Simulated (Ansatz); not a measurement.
Defect migration in bixbyite In2O3 with all lengths changed by -1 %: interstitial H, charge state +1. Method: PBE, PAW (plane waves to 420 eV; Ansatz, an electronic-structure program).

Cell of 80 host sites held at the strained lattice (strain from the relaxed PBE one, atoms relaxed); one k-point at (0.250, 0.250, 0.250); Fermi-Dirac width 0.01 eV, spin-restricted; finite-size errors left in. Static, classical nuclei. The charge state is imposed; whether it is stable for some Fermi level was not computed. Sites that were not tried may lie lower.

Barriers: single points on a 2×2×2 k-point mesh shifted by half a step at the bands' geometries.

The step: a concerted move, in which H travels most; the atom moves 2.19 Å along (-0.04, -0.12, -0.17) of the unit cell; the moving atom starts with neighbours O at 1.00, O at 1.76 Å and ends with O at 1.00, O at 2.02, O at 2.04 Å.

**Question.** Give the migration barrier of this step at the level PBE, PAW.

**Answer.** 0.64 eV forward and 0.21 eV backward. At the saddle the moving atom has neighbours In at 2.19; O at 0.98 Å. The saddle point's order was not checked.
